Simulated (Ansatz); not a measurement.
Effect of H interstitial (started 1.57 Å from the nearest host atom) on BN

The reference is a 16-atom supercell of BN in the wurtzite structure (space group P6_3mc, No. 186; a = 2.5541 Å, c = 4.2239 Å) at its relaxed geometry.

One thing is altered: one H atom is added in an open site, starting 1.57 Å from the nearest host atom, atoms relaxed at fixed cell, starting from a slightly rattled geometry.

All numbers come from DFT with PBE, PAW potentials and a 420 eV plane-wave cutoff in Ansatz (an electronic-structure program), no spin-orbit coupling, earlier PAW set. k-mesh 8×8×8 (Γ-centred); smearing 0.01 eV (Fermi–Dirac).

| quantity | base | changed | shift |
|---|---|---|---|
| pressure | 0.0 GPa | 10.1 GPa | +10.1 GPa |

Final structure:

```xyz
17
Lattice="5.1082 0.0000 0.0000 -2.5541 4.4238 0.0000 2.5541 4.4238 4.2239" Properties=species:S:1:pos:R:3 pbc="T T T"
B      3.8350     5.1421     4.1938
B      2.5476     7.3719     4.1936
B      6.3891     5.1541     4.1705
B      5.1225     7.3719     4.1937
B      2.5622     5.8936     2.0827
B      3.8350     3.6794     2.0963
B      0.0000     5.8935     2.0828
B      1.2810     3.6741     2.0825
N      3.8351     5.1303     2.6363
N      5.0916     2.9538     2.6361
N      1.2810     5.1538     2.6055
N      2.5786     2.9537     2.6362
N     -0.0089     1.4601     0.4852
N     -1.2731     3.6795     0.5182
N      2.5709     1.4601     0.4854
N      1.2809     3.6942     0.4850
H      1.2809     2.2050     1.4691
```

Cost of the whole job for the changed cell (relaxation, final SCF and bands): about 14 core-minutes (a rough figure).

The magnetic state is the one reached from the starting moments; the real material's order can differ, and small cells can't hold many antiferromagnetic ones. The cell is small, so the values are those of an ordered compound at a high defect concentration; dilute-limit values will differ. The mesh was chosen for an insulator and is coarse for the gapless case. The defect cell is spin-polarised and ends with 1.0 μB.
